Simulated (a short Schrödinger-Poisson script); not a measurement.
Structure: gated Al0.4Ga0.6N/GaN polarisation-induced gas, at 20 K.

| layer | material | thickness (nm) | Na (cm⁻³) |
|---|---|---|---|
| 1 | Al0.4Ga0.6N | 20 | - |
| 2 | GaN | 6000 | 5e15 |

The device is made up for the run: typed textbook-type constants, with dimensions and the other settings drawn at random. Al0.4Ga0.6N: permittivity 9.26, conduction-band edge (eV) 0.58, gap (eV) 4.258, electron mass (mₑ) 0.248, Nv at 300 K (cm⁻³) 4.6e19. GaN: permittivity 9.5, conduction-band edge (eV) 0, gap (eV) 3.43, Nv at 300 K (cm⁻³) 4.6e19.

Channel valleys (confinement mass, in-plane density-of-states mass, number): Γ 0.2, 0.2, 1. At the gate the conduction-band edge of layer 1 lies 1.36 eV − eVg above the Fermi level of the channel; the field vanishes at the back. Sheet of polarisation charge: +2e13 e/cm² at 20 nm from the gate. The barrier under the gate holds no holes. Gaps are held at their typed values at every temperature. Mesh 0.08 nm at interfaces.

From a short Schrödinger-Poisson script (our own, NumPy): 1D Poisson equation in equilibrium, electrons quantum, Hartree plus LDA exchange-correlation (BenDaniel-Duke, 40 states a valley, the channel's in-plane mass for all, wave functions free to enter the barrier), parabolic valleys, classical holes, full ionisation, no traps, pinning or gate leakage.

The same stack at other levels of the model or other numerical settings:

```
run                                          sheet density of all electrons at Vg = 0.5 V (cm⁻²)  sheet density of all electrons at Vg = -4.5 V (cm⁻²)  capacitance at Vg = 0.5 V (μF/cm²)  centroid of the channel electrons at Vg = 0.5 V (nm)  rough cost against the base
-------------------------------------------  ---------------------------------------------------  ----------------------------------------------------  ----------------------------------  ----------------------------------------------------  ---------------------------
base                                                                                     1.77e13                                               5.49e12                               0.396                                                  1.42                      about 1
electrons treated as classical, Boltzmann                                                1.87e13                                               6.00e12                               0.408                                                  0.10                         0.01
electrons treated as classical, Fermi-Dirac                                              1.75e13                                               5.51e12                               0.388                                                  1.33                         0.05
electrons treated as quantum, Hartree                                                    1.75e13                                               5.39e12                               0.395                                                  1.53                          0.6
mesh six times as coarse                                                                 1.77e13                                               5.48e12                               0.396                                                  1.36                          0.3
one subband a valley                                                                     1.76e13                                               5.49e12                               0.394                                                  1.20                          0.2
```

The classical rows ignore confinement, and Boltzmann statistics overrate the density once the band edge passes the Fermi level.
